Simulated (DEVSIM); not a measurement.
Structure: Cr/SiON/p-GaAs capacitor, at 250 K.

```
layer (left to right)  material  thickness (nm)  Na (cm⁻³)
---------------------  --------  --------------  ---------
1                          SiON            2.90          -
2                          GaAs            2700     5.7e16
```

Metal gate on the left, work function 4.5 eV. Fixed charge at the semiconductor interface 7.8e11 cm⁻² (in units of +e); no interface traps.

This is a model device: material constants are rounded textbook-type values typed into the input, and sizes, dopings and lifetimes were drawn at random. Values at 300 K; Nc and Nv go as T^1.5, mobilities as T to minus their exponent, the gap by Varshni's rule with the affinity fixed.

```
parameter         SiON      GaAs
----------------  ----  --------
gap (eV)             7     1.424
affinity (eV)      1.4      4.07
permittivity       5.5      12.9
Nc (cm⁻³)            -    4.7e17
Nv (cm⁻³)            -      9e18
Varshni α (eV/K)     -  0.000541
Varshni β (K)        -       204
```

DEVSIM, 1D Poisson equation in equilibrium, Boltzmann statistics, complete ionisation; no quantum confinement or tunnelling. Metal contacts follow the ideal Schottky-Mott rule: no Fermi-level pinning, no interface dipoles.

The SiON thickness was swept, all else fixed.

```
SiON thickness (μm)  capacitance of the dielectric stack (μF/cm²)  minimum of the low-frequency capacitance (μF/cm²)  flat-band voltage (V)
-------------------  --------------------------------------------  -------------------------------------------------  ---------------------
0.0012                                                       4.06                                             0.0660                  -0.94
0.0016                                                       3.04                                             0.0656                  -0.95
0.002                                                        2.43                                             0.0653                  -0.96
0.0025                                                       1.95                                             0.0649                  -0.98
0.0029                                                       1.68                                             0.0645                  -0.99
0.0035                                                       1.39                                             0.0641                  -1.00
```

From the first row to the last the capacitance of the dielectric stack goes from 4.06 to 1.39. From the first row to the last the minimum of the low-frequency capacitance goes from 0.0660 to 0.0641.
